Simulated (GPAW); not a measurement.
**GPAW run on Sn2Ir (Fm-3m, 3 atoms in the cell): self-consistent single point**

Level of theory: PBEsol, GPAW PAW datasets PBEsol (made by gpaw-setup) (plane waves; GPAW).

Input:

```python
from ase import Atoms
from ase.units import GPa
from gpaw import GPAW

atoms = Atoms(['Sn', 'Sn', 'Ir'],
              cell=[[0.000000, 3.183525, 3.183525],
                    [3.183525, 0.000000, 3.183525],
                    [3.183525, 3.183525, 0.000000]],
              positions=[[4.775288, 4.775288, 4.775288],
                         [1.591762, 1.591762, 1.591762],
                         [0.000000, 0.000000, 0.000000]],
              pbc=True)

calc = GPAW(mode={'name': 'pw', 'ecut': 600},
            xc='PBEsol',
            kpts={'size': (12, 12, 12), 'gamma': True},
            occupations={'name': 'fermi-dirac', 'width': 0.1},
            nbands=-7,
            symmetry={'symmorphic': False, 'tolerance': 0.0005},
            maxiter=150)

atoms.calc = calc

energy = atoms.get_potential_energy()
print('Energy (eV):', round(energy, 6))
forces = atoms.get_forces()
print('Forces (eV/Ang):')
print(forces.round(5))
stress = atoms.get_stress()
print('Stress (GPa, Voigt):', (stress / GPa).round(4))
```

Output (repeated stretches shortened):

```
Input parameters:
  kpts: {gamma: True,
         size: (12, 12, 12)}
  maxiter: 150
  mode: {ecut: 600,
         name: pw}
  nbands: -7
  occupations: {name: fermi-dirac,
                width: 0.1}
  symmetry: {symmorphic: False,
             tolerance: 0.0005}
  xc: PBEsol

species:
  Sn:
    name: Tin
    Z: 50.0
    valence: 14
    core: 36
    charge: 0.0
    file: Sn.PBEsol.gz

    # Using partial waves for Sn as LCAO basis

  Ir:
    name: Iridium
    Z: 77.0
    valence: 15
    core: 62
    charge: 0.0
    file: Ir.PBEsol.gz

    # Using partial waves for Ir as LCAO basis

Reference energy: -820219.688512  # eV

Spin-paired calculation

Convergence criteria:
 Maximum [total energy] change in last 3 cyles: 0.0005 eV / valence electron
 Maximum integral of absolute [dens]ity change: 0.0001 electrons / valence electron
 Maximum integral of absolute [eigenst]ate change: 4e-08 eV^2 / valence electron
 Maximum number of scf [iter]ations: 150

Symmetries present (total): 48
Symmetries with fractional translations: 0
1728 k-points: 12 x 12 x 12 Monkhorst-Pack grid + [1/24,1/24,1/24]
72 k-points in the irreducible part of the Brillouin zone
       k-points in crystal coordinates                weights
   0:    -0.00000000   -0.00000000   -0.00000000          1/1728
   1:     0.08333333    0.08333333   -0.00000000          6/1728
   2:     0.08333333    0.08333333    0.08333333          8/1728
   [... 7 lines left out ...]
          ...
  71:     0.50000000    0.50000000    0.50000000          4/1728

Wave functions: Plane wave expansion
  Cutoff energy: 600.000 eV
  Number of coefficients (min, max): 2109, 2180
  Pulay-stress correction: 0.000000 eV/Ang^3 (de/decut=0.000000)

Occupation numbers: Fermi-Dirac:
  width: 0.1000  # eV

Eigensolver

Densities:
  Coarse grid: 27*27*27 grid
  Fine grid: 54*54*54 grid
  Total Charge: 0.000000

Density mixing:
  Method: separate
  Backend: pulay
  Linear mixing parameter: 0.05
  old densities: 5
  Damping of long wavelength oscillations: 50

Hamiltonian:
  XC and Coulomb potentials evaluated on a 54*54*54 grid
  External potential:
    NoExternalPotential

XC parameters: PBEsol with 2 nearest neighbor stencil

Number of atoms: 3
Number of atomic orbitals: 30
Number of bands in calculation: 28
Number of valence electrons: 43
Bands to converge: occupied

Density initialized from atomic densities
  28 bands from LCAO basis set

Atomic positions and initial magnetic moments

Positions:
   0 Sn     4.775288    4.775288    4.775288    ( 0.0000,  0.0000,  0.0000)
   1 Sn     1.591762    1.591762    1.591762    ( 0.0000,  0.0000,  0.0000)
   2 Ir     0.000000    0.000000    0.000000    ( 0.0000,  0.0000,  0.0000)

Unit cell:
           periodic     x           y           z      points  spacing
  1. axis:    yes    0.000000    3.183525    3.183525    27     0.1361
  2. axis:    yes    3.183525    0.000000    3.183525    27     0.1361
  3. axis:    yes    3.183525    3.183525    0.000000    27     0.1361

  Lengths:   4.502184   4.502184   4.502184
  Angles:   60.000000  60.000000  60.000000

Effective grid spacing dv^(1/3) = 0.1486

     iter     time        total  log10-change:
                         energy   eigst   dens
iter:   1 --:--:--   -20.880392
iter:   2 --:--:--   -20.674638   -0.99  -1.33
iter:   3 --:--:--   -20.262065   -1.33  -1.37
iter:   4 --:--:--   -20.279881   -1.79  -1.55
iter:   5 --:--:--   -20.263916c  -1.56  -1.72
iter:   6 --:--:--   -20.194546   -2.19  -2.10
iter:   7 --:--:--   -20.196040   -2.68  -2.17
iter:   8 --:--:--   -20.177892c  -2.53  -2.25
iter:   9 --:--:--   -20.181071c  -3.69  -2.82
iter:  10 --:--:--   -20.173913c  -3.62  -2.75
iter:  11 --:--:--   -20.173663c  -4.26  -3.27
iter:  12 --:--:--   -20.173659c  -5.62  -3.94
iter:  13 --:--:--   -20.173646c  -6.52  -4.04c
iter:  14 --:--:--   -20.173640c  -6.47  -4.04c
iter:  15 --:--:--   -20.173640c  -7.22  -4.13c
iter:  16 --:--:--   -20.173643c  -7.31  -4.22c
iter:  17 --:--:--   -20.173648c  -7.11  -4.37c
iter:  18 --:--:--   -20.173646c  -8.35c -4.47c

Converged after 18 iterations.

Dipole moment: (0.000000, -0.000000, -0.000000) |e|*Ang

Energy contributions relative to reference atoms: (reference = -820219.688512)

Kinetic:        +15.277113
Potential:      -12.163149
External:        +0.000000
XC:             -22.918606
Entropy (-ST):   -0.045720
Local:           -0.346144
SIC:             +0.000000
--------------------------
Free energy:    -20.196506
Extrapolated:   -20.173646

Showing only first 2 kpts
 Kpt  Band  Eigenvalues  Occupancy
  0    19      6.83654    2.00000
  0    20     12.50129    0.00000
  0    21     12.50130    0.00000
  0    22     12.50130    0.00000

  1    19      7.21178    2.00000
  1    20     11.36517    0.00000
  1    21     11.36518    0.00000
  1    22     11.50883    0.00000

Fermi level: 8.92349

No gap
No difference between direct/indirect transitions
Energy (eV): -20.173646

Forces in eV/Ang:
  0 Sn   -0.00000   -0.00000    0.00000
  1 Sn   -0.00000   -0.00000    0.00000
  2 Ir    0.00000   -0.00000   -0.00000

Stress tensor:
     0.010451    -0.000000     0.000000
    -0.000000     0.010451     0.000000
     0.000000     0.000000     0.010451
Stress (GPa, Voigt): [ 1.6744  1.6744  1.6744  0.      0.     -0.    ]
```

The run converged in 18 iterations. GPAW prints stress with tension positive.

The starting cell comes from a database of computed structures (which also holds hypothetical and non-ambient phases and stackings), without a prior relaxation at this level. Spin-orbit coupling is off. Spin polarisation is off.

Cost on one core of a shared machine: roughly 3 min.
